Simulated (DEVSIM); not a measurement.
System: Schottky contact on n-type Si, at 300 K.

Layer 1 from the left is Si, thickness (μm) 0.410, Nd (cm⁻³) 1.5e16, τn (s) 7.1e-6, τp (s) 7.1e-6. Layer 2 from the left is Si, thickness (μm) 5.90, Nd (cm⁻³) 2.5e18, τn (s) 7.1e-6, τp (s) 7.1e-6.

Left contact: Schottky, work function 4.81 eV, emission velocity 1e7 cm/s. Right contact: ohmic. Voltage is applied to the left contact. Recombination: SRH at mid-gap, radiative, Auger. Mobility is constant in doping.

The device is made up for the run: typed textbook-type constants, with dimensions and the other settings drawn at random. Values at 300 K.

Si: gap (eV) 1.124, affinity (eV) 4.05, permittivity 11.7, Nc (cm⁻³) 2.86e19, Nv (cm⁻³) 3.1e19, μn (cm²/Vs) 1417, μp (cm²/Vs) 470, B (cm³/s) 4.7e-15, Cn (cm⁶/s) 2.8e-31, Cp (cm⁶/s) 9.9e-32.

Simulated with DEVSIM: 1D drift-diffusion, Boltzmann statistics, complete ionisation; no tunnelling, impact ionisation, image-force lowering or self-heating. Metal contacts follow the ideal Schottky-Mott rule: no Fermi-level pinning, no interface dipoles.

Dark forward current:

```csv
|V| (V),|J| (A/cm²)
0.05,4.020e-5
0.10,0.0003158
0.15,0.002204
0.20,0.01511
0.25,0.1031
0.30,0.6995
0.35,4.702
0.40,30.86
0.45,187.0
0.50,879.9
0.55,2651
```

Work out the local ideality factor n = ΔV / (kT/q · ln(J2/J1)) between the rows 0.15 and 0.20 V, 0.50 and 0.55 V.

kT/q = 25.85 mV. From 0.15 to 0.20 V: ln(0.01511/0.002204) = 1.925, n = 1.00, near the 1 of diffusion or emission over a barrier. From 0.50 to 0.55 V: ln(2651/879.9) = 1.103, n = 1.75; the layers' resistance at their doping, Σ W/(qμN) = 1.3e-5 Ω cm², would take 23 mV of this step of 50 mV.

Estimate the current at 0.25 V for emission alone, J0 = q v N_band exp(−φB/kT), and read the barrier back from the simulated current.

φB = 0.760 eV, N_band = 2.86e19 cm⁻³, J0 = 7.81e-6 A/cm²; J = J0 (exp(qV/kT) − 1) = 0.124 A/cm². The simulation gives 0.103 A/cm²; the estimate lies 20 % above. Read backwards, the simulated current gives an apparent barrier of 0.765 eV. The estimate leaves out transport through the depletion region and minority injection.
